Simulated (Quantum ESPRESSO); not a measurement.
Worked example: self-consistent single point of Al₂Au (Fm-3m, 3 atoms in the cell) in Quantum ESPRESSO.

Computed with PBE, spin-orbit coupling, PseudoDojo fully relativistic norm-conserving (PBE) pseudopotentials (plane waves; Quantum ESPRESSO).

```xyz
3
Lattice="0.0000 3.0432 3.0432 3.0432 0.0000 3.0432 3.0432 3.0432 0.0000" Properties=species:S:1:pos:R:3 pbc="T T T"
Al     1.5216     1.5216     1.5216
Al     4.5648     4.5648     4.5648
Au     0.0000     0.0000     0.0000
```

Reference input (self-consistent single point, DFT, PBE, plane waves, PseudoDojo standard norm-conserving (PBE) pseudopotentials): ecutwfc = 80 Ry; occupations = smearing; smearing = fermi-dirac; degauss = 0.0073499 Ry; potentials = {Al: Al.upf, Au: Au.upf}; K_POINTS = automatic 9 9 9 0 0 0; conv_thr = 1e-10 Ry; mixing_beta = 0.5. This run's input differs from it in these lines:

```diff
@@ -17,2 +17,4 @@
  degauss = 0.0073499,
+ noncolin = .true.,
+ lspinorb = .true.,
 /
```

Its files differ too (potentials: PseudoDojo fully relativistic norm-conserving (PBE)).

Log, with long lists cut:

```
     Self-consistent Calculation

     iteration #  1     ecut=    80.00 Ry     beta= 0.50

     total energy              =    -304.64193013 Ry
     estimated scf accuracy    <       0.36174123 Ry

     iteration #  2     ecut=    80.00 Ry     beta= 0.50

     total energy              =    -304.75535332 Ry
     estimated scf accuracy    <       0.17721309 Ry

     iteration #  3     ecut=    80.00 Ry     beta= 0.50

     total energy              =    -304.78372855 Ry
     estimated scf accuracy    <       0.00520228 Ry

   [... 5 blocks of this kind left out ...]

     iteration #  9     ecut=    80.00 Ry     beta= 0.50

     total energy              =    -304.78456494 Ry
     estimated scf accuracy    <       0.00000009 Ry

     iteration # 10     ecut=    80.00 Ry     beta= 0.50
     End of self-consistent calculation

     the Fermi energy is    10.6706 ev

!    total energy              =    -304.78456496 Ry
     estimated scf accuracy    <          8.8E-11 Ry
     smearing contrib. (-TS)   =      -0.00235883 Ry
     internal energy E=F+TS    =    -304.78220613 Ry

     convergence has been achieved in  10 iterations

     Forces acting on atoms (cartesian axes, Ry/au):

     atom    1 type  1   force =    -0.00000000    0.00000000   -0.00000000
   [... zero for the other atoms too ...]

     Total force =     0.000000     Total SCF correction =     0.000000

          total   stress  (Ry/bohr**3)                   (kbar)     P=      -20.98
  -0.00014260   0.00000000   0.00000000          -20.98        0.00        0.00
   0.00000000  -0.00014260   0.00000000            0.00      -20.98        0.00
   0.00000000   0.00000000  -0.00014260            0.00        0.00      -20.98

   JOB DONE.
```

The run converged in 10 iterations. Against the reference run the pressure goes from -1.46 to -2.10 GPa. The full log also holds: “c_bands:  2 eigenvalues not converged”. The full log also holds: “c_bands:  1 eigenvalues not converged”.

The starting cell comes from a database of computed structures (which also holds hypothetical and non-ambient phases and stackings), without a prior relaxation at this level. Its lattice was rescaled by a random factor within 2.5 % of one.

Cost on one core of a shared machine: roughly 2 min.
